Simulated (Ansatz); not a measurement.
Worked example: self-consistent single point of Bi (R-3m, 2 atoms in the cell) in Ansatz (a program for electronic structure).

Method of the run: PBEsol, default PAW files made with PBE (plane waves; Ansatz).

```
CELL_PARAMETERS angstrom
      4.14499    -2.26363     0.00000
      4.14499     2.26363     0.00000
      2.90880     0.00000     3.72073
ATOMIC_POSITIONS crystal
  Bi 0.23824 0.23824 0.23824
  Bi 0.76600 0.76600 0.76600
```

Reference input (self-consistent single point, DFT, PBEsol, plane waves, default PAW files made with PBE): basis.ecutwfc = 420 eV; kpoints.mp_grid.grid = 9 9 9; hamiltonian.xc = pbesol; hamiltonian.pseudopotentials = {kind: paw} (the program's default PAW files); scf.occupations.method = gaussian; scf.occupations.width = 0.1 eV. This run's input differs from it in these lines:

Ansatz 0.2 input:
```diff
@@ -11,3 +11,3 @@
 kpoints:
-  mp_grid: { grid: [9, 9, 9] }
+  mp_grid: { grid: [6, 6, 6] }
 hamiltonian:
@@ -16,3 +16,3 @@
 scf:
-  occupations: { method: gaussian, width: 0.1 eV }
+  occupations: { method: gaussian, width: 0.05 eV }
 output:
```

Output, abridged:

```
SCF iter   1: F=—  HF=-24484.020392 eV  |F-HF|=—  |Δ(HF+E_count)|=         —  Δρ=1.59e-3  dr2=1.92e-3  ethr=1.77e-3  ⟨swp⟩=6.3  Hψ=3008  notcnv=0
all-band conjugate gradients solve this SCF's bands
preconditioner: auto → none
SCF iter   2: F=—  HF=-24484.019309 eV  |F-HF|=—  |Δ(HF+E_count)|=   1.08e-3  Δρ=5.69e-4  dr2=2.27e-4  ethr=6.39e-6  ⟨swp⟩=2.6  Hψ=1410  notcnv=0
SCF iter   3: F=—  HF=-24484.019340 eV  |F-HF|=—  |Δ(HF+E_count)|=   3.16e-5  Δρ=1.60e-4  dr2=1.82e-5  ethr=7.55e-7  ⟨swp⟩=2.1  Hψ=1066  notcnv=0
SCF iter   4: F=—  HF=-24484.019357 eV  |F-HF|=—  |Δ(HF+E_count)|=   1.69e-5  Δρ=6.21e-5  dr2=2.68e-6  ethr=6.07e-8  ⟨swp⟩=2.0  Hψ=1089  notcnv=0
SCF iter   5: F=—  HF=-24484.019358 eV  |F-HF|=—  |Δ(HF+E_count)|=   2.93e-7  Δρ=1.97e-5  dr2=2.59e-7  ethr=8.93e-9  ⟨swp⟩=2.2  Hψ=1091  notcnv=0
SCF iter   6: F=-24484.019358 eV  HF=-24484.019358 eV  |F-HF|=1.24e-10  |Δ(HF+E_count)|=   1.24e-8  Δρ=3.04e-6  dr2=4.83e-9  ethr=3.33e-10  ⟨swp⟩=6.3  Hψ=3032  notcnv=0
SCF 1 converged in 6 iterations: F = -24484.019358 eV  dr2 = 4.83e-9
Free energy (F): -24484.019358 eV
Internal energy: -24484.018477 eV  (E = F + TS)
E sigma→0 (E₀):  -24484.018918 eV
Entropy (-TS):   -0.000880 eV (-0.440 meV/atom)
Fermi energy:    9.588801 eV
--- Forces (eV/Å), atoms counted from 1 ---
  atom   1  Bi    -0.13477498    -0.00000000    -0.04477819
  atom   2  Bi     0.13477498     0.00000000     0.04477819
--- Stress (GPa, compression-positive) ---
       -0.595960       0.000000      -0.031208
        0.000000      -0.502030       0.000000
       -0.031208       0.000000      -0.512399
  P = ⅓ Tr σ = -0.5368 GPa (-5.368 kbar)
  The stress holds the Pulay correction. Without it, at fixed plane waves, as pw.x and ABINIT print it: P = -0.5621 GPa
```

The run converged in 6 iterations. Against the reference run the free energy drops by 5.0 meV/atom, the pressure stays at -0.54 GPa and the largest force goes from 0.036 to 0.142 eV/Å.

The starting cell has typed, rounded lattice constants, without a prior relaxation at this level. Its lattice was rescaled by up to half a per cent. One atom was moved a little off its site on purpose. Ansatz's pressure includes its estimate of the finite-basis (Pulay) stress.
